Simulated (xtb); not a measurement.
xtb 6.7.1, GFN2-xTB: Si(All)2(Cl)(Me) (C=CC[Si](C)(Cl)CC=C), 22 atoms. The geometry is a generated start, not checked to be a minimum at this level.

```yaml
run_flags: --grad
method: GFN2-xTB
"--acc": 1 (default)
"--etemp (K)": 300 (default)
basis_functions: 61
valence_electrons: 52
```

```xyz
22

C      3.5579     0.9318     0.6204
C      2.3668     0.5486     1.0462
C      1.6782    -0.7039     0.6236
Si     0.1702    -0.3456    -0.5073
C     -0.7138    -1.9599    -0.9890
Cl     0.8513     0.5683    -2.1970
C     -1.0533     0.8479     0.3668
C     -2.2976     1.0305    -0.4328
C     -3.4871     0.5756    -0.0852
H      4.1337     0.3352    -0.0668
H      4.0059     1.8564     0.9430
H      1.8099     1.1709     1.7356
H      2.3813    -1.3466     0.0926
H      1.3417    -1.2459     1.5078
H     -1.5661    -1.7492    -1.6289
H     -1.0822    -2.4915    -0.1181
H     -0.0532    -2.6311    -1.5312
H     -0.5674     1.8165     0.4971
H     -1.3060     0.4687     1.3569
H     -2.1678     1.5607    -1.3673
H     -4.3560     0.7188    -0.7043
H     -3.6465     0.0436     0.8378
```

One run each on 1 thread. Values of broydamp tried: 0.02, 0.05, 0.1, 0.2, 0.4 (default), 0.6, 0.8, 1.

Question: How does the count of SCC iterations change with broydamp, and where is it least?

Answer: Fewest SCC iterations, within one of each other: 0.4 (default) with 16, 0.6 with 15, 0.8 with 16. The count rises to 25 at 0.02. All converge to one solution.

```tsv
broydamp	SCC iterations	end
0.02	25	same solution
0.05	23	same solution
0.1	21	same solution
0.2	18	same solution
0.4 (default)	16	same solution
0.6	15	same solution
0.8	16	same solution
1	17	same solution
```
